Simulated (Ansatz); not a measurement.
Cr3PdN (Pm-3m, No. 221, 5 atoms in the cell; start mp-10373) was calculated with PBEsol (Ansatz, a first-principles code, PAW).

Settings: plane-wave cutoff 520 eV, 14×14×14 k mesh, Fermi–Dirac smearing 0.05 eV, no spin polarisation, scalar-relativistic PAW data made under PBE.

Cell (relaxed at this level):

```xyz
5
Lattice="3.7863 0.0000 0.0000 0.0000 3.7863 0.0000 0.0000 0.0000 3.7863" Properties=species:S:1:pos:R:3 pbc="T T T"
Cr     1.8932     0.0000     1.8932
Cr     0.0000     1.8932     1.8932
Cr     1.8932     1.8932     0.0000
Pd     0.0000     0.0000     0.0000
N      1.8932     1.8932     1.8932
```

### Question
What does this level give for the bulk modulus B0?

### Answer

* **bulk modulus B0**: 285 GPa

Note: the run has no spin polarisation, so it can have missed a magnetic state; the bulk modulus is −V dP/dV from two relaxed cells at ±2 % in volume; the relaxation could not lower the start's symmetry, so the cell can be a saddle point above a distorted one.

A start named mp-… is a Materials Project structure, which need not be a measured phase.
